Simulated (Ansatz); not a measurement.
Given:

```
CELL_PARAMETERS angstrom
      3.06853     0.00000     0.00000
     -1.53426     2.65742     0.00000
      0.00000     0.00000     4.90346
ATOMIC_POSITIONS crystal
  Al 0.33333 0.66667 0.99620
  Al 0.66667 0.33333 0.49620
  N  0.33333 0.66667 0.37860
  N  0.66667 0.33333 0.87860
```

No spin polarisation.

Method: Ansatz (a quantum-chemistry and plane-wave program), r2SCAN, PAW, cutoff 500 eV, no spin-orbit coupling, earlier PAW set. Γ-centred 12×12×7 mesh, Fermi–Dirac width 0.05 eV.

Task: Estimate the gap character.

Result: Direct at Γ.

Task: Predict the band gap.

Result: 5.22 eV.

Task: What is the computed electron mass?

Result: 0.32 mₑ (at Γ).

Load acts through the strain it causes; cell and atoms are relaxed under it. Masses are band curvatures over ±0.01 Å⁻¹ around the edge. Stability against distortions was not tested. Tetrahedral semiconductors of this kind turn to denser phases somewhere between about 1 and 50 GPa; those were not computed, so compressed cells here can lie past the real transition. The cell was made from AlN in the wurtzite structure (space group P6_3mc, No. 186) by this change: pressure 9 GPa.
